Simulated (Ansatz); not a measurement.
A self-consistent single point of ScCoC2 (P4/nmm, 8 atoms in the cell) with Ansatz (a first-principles code).

Method: PBEsol, PAW files made with PBE (plane waves; Ansatz).

The change in words: lattice scaled by 0.98. Reference geometry:
```
CELL_PARAMETERS angstrom
      3.30270     0.00000     0.00000
      0.00000     3.30270     0.00000
      0.00000     0.00000     7.09530
ATOMIC_POSITIONS crystal
  Sc 0.50000 0.00000 0.65433
  Sc 0.00000 0.50000 0.34567
  Co 0.50000 0.50000 0.00000
  Co 0.00000 0.00000 0.00000
  C  0.00000 0.50000 0.85013
  C  0.50000 0.00000 0.14987
  C  0.50000 0.00000 0.34670
  C  0.00000 0.50000 0.65330
```

Reference input (self-consistent single point, DFT, PBEsol, plane waves, PAW files made with PBE): kpoints.mp_grid.grid = 9 9 4; hamiltonian.xc = pbesol; hamiltonian.pseudopotentials = {kind: paw} (an earlier, softer set of the program's PAW files); scf.occupations.method = gaussian; scf.occupations.width = 0.1 eV. This run's input differs from it in these lines:

```diff
@@ -2,5 +2,5 @@
   lattice:
-    - [3.302696, 0.000000, 0.000000]
-    - [0.000000, 3.302696, 0.000000]
-    - [0.000000, 0.000000, 7.095302]
+    - [3.236642, 0.000000, 0.000000]
+    - [0.000000, 3.236642, 0.000000]
+    - [0.000000, 0.000000, 6.953396]
   atoms:
```

Output (repeated stretches shortened):

```
SCF iter   1: F=—  HF=-15401.093512 eV  |F-HF|=—  |Δ(HF+E_count)|=         —  Δρ=1.39e-1  dr2=2.45e1  ethr=3.10e-3  ⟨swp⟩=4.9  Hψ=6446  notcnv=0
all-band conjugate gradients solve this SCF's bands
preconditioner: auto → Kerker (q_TF=auto, 2.723 Å⁻¹)
SCF iter   2: F=—  HF=-15399.240213 eV  |F-HF|=—  |Δ(HF+E_count)|=    1.85e0  Δρ=5.51e-2  dr2=5.93e0  ethr=3.10e-3  ⟨swp⟩=2.6  Hψ=3511  notcnv=0  defer=120
   [... lines left out ...]
SCF iter   6: F=—  HF=-15398.414421 eV  |F-HF|=—  |Δ(HF+E_count)|=   2.34e-5  Δρ=3.02e-4  dr2=3.96e-5  ethr=1.16e-6  ⟨swp⟩=2.0  Hψ=2965  notcnv=0  defer=135
SCF iter   7: F=—  HF=-15398.414450 eV  |F-HF|=—  |Δ(HF+E_count)|=   2.89e-5  Δρ=6.31e-5  dr2=3.16e-6  ethr=5.50e-8  ⟨swp⟩=2.0  Hψ=3481  notcnv=0  defer=135
SCF iter   8: F=—  HF=-15398.414451 eV  |F-HF|=—  |Δ(HF+E_count)|=   7.02e-7  Δρ=5.35e-5  dr2=2.42e-6  ethr=4.39e-9  ⟨swp⟩=2.1  Hψ=2972  notcnv=0  defer=135
SCF iter   9: F=-15398.414451 eV  HF=-15398.414451 eV  |F-HF|=6.99e-9  |Δ(HF+E_count)|=   1.10e-7  Δρ=4.41e-6  dr2=9.75e-9  ethr=1.39e-10  ⟨swp⟩=10.8  Hψ=9957  notcnv=0
SCF 1 converged in 9 iterations: F = -15398.414451 eV  dr2 = 9.75e-9
Free energy (F): -15398.414451 eV
Internal energy: -15398.409240 eV  (E = F + TS)
E sigma→0 (E₀):  -15398.411845 eV
Entropy (-TS):   -0.005211 eV (-0.651 meV/atom)
Fermi energy:    16.147123 eV
--- Forces (eV/Å), atoms counted from 1 ---
  atom   1  Sc     0.00000000     0.00000000     0.36652998
  atom   2  Sc     0.00000000     0.00000000    -0.36652998
  atom   3  Co     0.00000000     0.00000000     0.00000000
  atom   4  Co     0.00000000     0.00000000     0.00000000
  atom   5  C      0.00000000     0.00000000     0.82037620
  atom   6  C      0.00000000     0.00000000    -0.82037620
  atom   7  C      0.00000000     0.00000000     1.53326647
  atom   8  C      0.00000000     0.00000000    -1.53326647
--- Stress (GPa, compression-positive) ---
       20.879503       0.000000       0.000000
        0.000000      20.879503       0.000000
        0.000000       0.000000      25.467668
  P = ⅓ Tr σ = 22.4089 GPa (224.089 kbar)
  The stress holds the Pulay correction. Without it, at fixed plane waves, as pw.x and ABINIT print it: P = 22.1759 GPa
```

The run converged in 9 iterations. Against the reference run the free energy goes up by 46.0 meV/atom, the pressure goes from 4.41 to 22.41 GPa and the largest force goes from 0.602 to 1.533 eV/Å.

The starting cell comes from a database of computed structures (which also holds hypothetical and non-ambient phases and stackings), without a prior relaxation at this level. Its lattice was rescaled by a random factor within 2.5 % of one. For this run, on top of that: lattice scaled by 0.98. Spin polarisation is off. With a pressure of about 22 GPa the cell is away from its equilibrium volume at this level. Forces in this geometry exceed 1 eV/Å. Ansatz's pressure includes its estimate of the finite-basis (Pulay) stress.

Keys are those of Ansatz 0.2.
